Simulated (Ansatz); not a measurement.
CaO (P6₃/mmc, No. 194, 4 atoms in the cell; start mp-545512; a measured phase of this formula has another space group) was calculated with r²SCAN+rVV10 (Ansatz, a quantum-chemistry and plane-wave program, PAW).

Run with plane-wave cutoff 560 eV, 12×12×8 k mesh (along the axes of the cell as run), Fermi–Dirac smearing 0.01 eV, scalar-relativistic PAW data made under PBE.

Cell (relaxed at this level):

CaO has the hexagonal space group P6₃/mmc (No. 194), Pearson symbol hP4. Conventional cell: a = b = 3.969 Å, c = 4.758 Å, α = β = 90.00°, γ = 120.00°. Ca on 2d is coordinated by 5 O at 2.291–2.379 Å (trigonal bipyramidal). O on 2c sees 5 Ca at 2.291–2.379 Å (trigonal bipyramidal). (Neighbours: up to the widest gap in distance over summed covalent radii, below 1.35, at either atom; cation-cation and far metal-metal contacts left out.)

Q: Give the computed band gap.

A: 
band gap: 3.56 eV (direct)

Static lattice: no zero-point or thermal effects.

Cost on a shared machine: roughly 30 core-seconds.

A start named mp-… is a Materials Project structure, which need not be a measured phase.
